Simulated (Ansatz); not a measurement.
Seebeck coefficient (μV/K, mean over directions) of n-type SiC (F-43m) against carrier density, HSE06, rigid bands in Ansatz (a quantum-chemistry and plane-wave program). Computed gap 2.23 eV; densities at which minority carriers matter at this gap, or further valleys turn the trend, are left out. Conductivity mass 0.29 mₑ (harmonic mean over directions), N_c = 1.4e19 cm⁻³ at 300 K.

| electron density | 300 K | 500 K | 800 K |
|---|---|---|---|
| 1e16 cm⁻³ | -835 | -902 | -963 |
| 1e17 cm⁻³ | -637 | -703 | -765 |
| 1e18 cm⁻³ | -439 | -505 | -567 |
| 3e18 cm⁻³ | ? | -411 | -472 |
| 1e19 cm⁻³ | -246 | -309 | ? |
| 3e19 cm⁻³ | -161 | -220 | -277 |
| 1e20 cm⁻³ | -87 | -132 | -183 |
| 3e20 cm⁻³ | -44 | -72 | -109 |
| 1e21 cm⁻³ | -21 | -35 | -55 |

Fill in the missing entries.


- 3e18 cm⁻³, 300 K: -345
- 1e19 cm⁻³, 800 K: -369

Rigid bands with a gap fixed in temperature, one relaxation time for all states, no polarons or phonon drag, and whether or not such doping can be reached. Spin-orbit coupling is left out. Geometry: cell and atoms relaxed with PBEsol.
